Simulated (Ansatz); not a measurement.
## BaTiO3: response to strain

The parent structure is BaTiO₃ in the cubic perovskite structure (space group Pm-3m, No. 221; a = 3.935 Å). Axes: x, y, z lie along the cube axes.

Strains are applied to the cell and any free atomic positions relax; under biaxial strain the out-of-plane vector relaxes too.

Computed with plane-wave PAW DFT at the LDA level (Ansatz, a quantum-chemistry and plane-wave program, 420 eV), no spin-orbit coupling.

Notes on the quantities. energy relative to the base: free energy F.

```csv
"biaxial strain, plane normal [001], relaxed out of plane (%)",energy relative to the base (meV/atom)
0,0.0
0.6,?
1.2,4.1
1.8,9.0
2.4,15.7
```

Task: Fit ΔE = Aε² + Bε³ (ε in %) to the rows shown and predict the withheld row.

Result: Least squares on the printed values gives A = 2.95 and B = -0.094 meV/atom (largest residual 0.0 meV/atom); this predicts 1.0 meV/atom, and the run gives 1.0 meV/atom, in agreement.

No phonon test of stability was made. The final runs are not spin-polarised. Many cubic perovskites are stable only at high temperature; tilts and polar distortions were not tested. This is not the structure that BaTiO3 has at room temperature and ambient pressure.
